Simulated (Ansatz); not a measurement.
An Ansatz (a program for electronic structure) input (PBEsol/PAW in Ansatz, scalar-relativistic without spin-orbit coupling):

Ansatz 0.2 input:
```yaml
crystal:
  lattice:
    - [2.7721344521, 0, 0]
    - [1.3860672261, 2.4007388582, 0]
    - [0, 0, 4.1851744296]
  atoms:
    - { symbol: Ru, position: [0.6666666667, 0.6666666667, 0.75] }
    - { symbol: Ru, position: [0.3333333333, 0.3333333333, 0.25] }
basis: { ecutwfc: 420, ecutrho_ratio: 4, xc_grid: 2, fft_grid_basis: typed }
kpoints: { mp_grid: { grid: [25, 25, 14] } }
hamiltonian:
  xc: pbesol
  dispersion: none
  pseudopotentials: { kind: paw }
scf: { occupations: { method: fermi_dirac, width: 0.1 } }
relax: { f_tol: 0.005, max_steps: 50, cell: { stress_tol: 0.01, fix: [a, b, gamma] } }
output: { forces: true, stress: true }
checkpoint: { write: state.ck, write_every: 1000 }
```

Task: Which symmetry and how many k-points will the program report, and about how many plane waves at Γ?

Result: Space group P63/mmc (ITA 194) with 24 operations, k-points 520 of 8750, and 565 plane waves at Γ.

Task: And the final pressure?

Result: -12.04 GPa (compression positive).

The cells carry an imposed strain or load. Whether these cells are dynamically stable was not tested. The final runs are not spin-polarised. The cell was made from Ru in the hcp (Mg type) structure (space group P6_3/mmc, No. 194) by this change: biaxial strain +3.00 %, plane normal [001], relaxed out of plane.
